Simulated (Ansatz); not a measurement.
```
CELL_PARAMETERS angstrom
      0.00000     2.18870     2.17111
      2.18870     0.00000     2.17111
      2.18870     2.18870     0.00000
ATOMIC_POSITIONS crystal
  Si 0.25000 0.25000 0.25000
  C  0.00000 0.00000 0.00000
```

These are PBEsol with spin-orbit coupling, rigid bands (plane waves, PAW; Ansatz, a first-principles code) values and carry that method's errors. Condition of this run: biaxial stress xx = yy = -2 GPa (compression positive) (the target of the relaxation). Geometry: cell and atoms relaxed with PBEsol, then loaded as said.

Q: Predict the electron conductivity mass (n e² τ/σ) at 300 K, by direction if it differs.

A: 0.24 (x), 0.24 (y), 0.55 (z) mₑ.

Q: Predict the hole conductivity mass (n e² τ/σ) at 300 K, by direction if it differs.

A: 0.72 (x), 0.72 (y), 0.69 (z) mₑ.

Q: And the band gap?

A: 1.16 eV at this level; semilocal functionals usually fall short of the measured gap.

Rigid bands, one relaxation time for all states, no polarons.
